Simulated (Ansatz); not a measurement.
The parent structure is RuSi (space group P2_13, No. 198; a = 4.690 Å). Axes: x, y, z lie along the cube axes.

It is then changed as follows: tensile biaxial strain of 1.30 % in the plane normal to [110], as in epitaxy on a mismatched substrate; the out-of-plane cell vector and the atoms relax.

Levels (all Ansatz, a program for electronic structure, PAW): PBEsol (420 eV, spin-orbit coupling left out); r2SCAN (500 eV, without spin-orbit coupling); HSE06 (420 eV, scalar-relativistic without spin-orbit coupling).

At the geometry relaxed with PBEsol, these levels gave the following band gaps, in shuffled order: (a) 0.71 eV, (b) 0.16 eV, (c) 0.24 eV.

Q: Match each gap to its level.

A: (a) HSE06; (b) PBEsol; (c) r2SCAN.

Single points use the geometry relaxed with PBEsol. HSE06 gaps are upper bounds (no full band path). Stability against distortions was not tested. A zero or small gap of RuSi can be the functional's error rather than a property of the material.
